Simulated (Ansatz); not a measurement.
The parent structure is ZnS in the wurtzite structure (space group P6_3mc, No. 186).

```
CELL_PARAMETERS angstrom
      3.73826     0.00000     0.00000
     -1.86913     3.23743     0.00000
      0.00000     0.00000     6.14288
ATOMIC_POSITIONS crystal
  Zn 0.33333 0.66667 0.00059
  Zn 0.66667 0.33333 0.50059
  S  0.33333 0.66667 0.37441
  S  0.66667 0.33333 0.87441
```

All numbers come from LDA (Ansatz, a first-principles code; PAW; 420 eV plane waves; without spin-orbit coupling).

Before the change:

Electron mass: 0.15 mₑ along c, 0.18 mₑ across (at Γ)

Modification: every lattice vector is stretched by 3.00 %, atoms relaxed at fixed cell.

Q: How does this affect the energy relative to the base?

A: The energy goes up by 37 meV/atom.

Q: Estimate the effect on the electron mass.

A: The electron mass becomes 0.14 mₑ along c, 0.16 mₑ across (at Γ) (base: 0.15 mₑ along c, 0.18 mₑ across (at Γ)).

The levels and masses belong to the bands next to the band gap. The cells carry an imposed strain or load. Masses are band curvatures over ±0.01 Å⁻¹ around the edge. No phonon test of stability was made.
